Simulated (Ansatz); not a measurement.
The starting structures come from a database of crystals and need not be the phases stable at ambient conditions.

Consider the following.

```xyz
12
Lattice="6.2191 0.0000 0.0000 0.0000 8.7951 0.0000 0.0000 4.3975 4.3975" Properties=species:S:1:pos:R:3 pbc="T T T"
Bi     0.8000    10.9938     3.3301
Bi     3.9095     8.7951     3.2662
Bi     5.4191     5.4650     2.1988
Bi     2.3096     1.1313     0.0000
Ir     2.9687     6.5963     1.9996
Ir     6.0782     8.7951     0.1992
Ir     3.2504     2.3980     2.1988
Ir     0.1409     8.5959     4.3975
S      5.4835     2.1988     1.1585
S      2.3739     4.3975     1.0403
S      0.7356     7.6366     2.1988
S      3.8451     7.7548     0.0000
```

Space group of this cell: P2_13. The cell is taken as given; by PBEsol its mean pressure is -5.3 GPa.

Transport runs along the normal of the first two printed cell vectors, the (110) plane of the conventional cell.

No gap correction and no spin-orbit coupling; mid-gap values are interpolated between computed energies.

**Question.** Estimate the band gap and the smallest decay constant κ at mid-gap that Ansatz (a program for electronic structure) with PBEsol returns for this system.

**Answer.** Gap 0.67 eV on a 8×8×8 mesh; κ = 0.124 1/Å, at (0.500, 0.000) of the in-plane reciprocal vectors. At the zone centre, at the nearest computed energy, the slowest state has κ = 0.16 1/Å.
